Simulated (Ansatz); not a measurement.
The starting structures come from a database of crystals and need not be the phases stable at ambient conditions.

```yaml
crystal:
  lattice:
    - [3.15971, 0.00000, 0.00000]
    - [0.00000, 16.93955, 0.00000]
    - [1.57986, 0.00000, 2.73639]
  atoms:
    - { symbol: W, position: [0.00000, 0.00000, 0.00000] }
    - { symbol: S, position: [0.33333, 0.09304, 0.33333] }
    - { symbol: S, position: [0.33333, 0.90696, 0.33333] }
```

Space group of this cell: P-6m2. The cell was relaxed by PBE-D3(BJ).

Transport runs along the normal of the first two printed cell vectors, the (100) plane of the conventional cell.

No gap correction and no spin-orbit coupling; mid-gap values are interpolated between computed energies.

### Question
Estimate the band gap and the smallest decay constant κ at mid-gap that r2SCAN (Ansatz, a quantum-chemistry and plane-wave program) returns for this system.

### Answer
Gap 2.05 eV on a 12×2×12 mesh; κ = 0.202 1/Å, at (0.300, 0.500) of the in-plane reciprocal vectors. At the zone centre, at the nearest computed energy, the slowest state has κ = 0.37 1/Å.
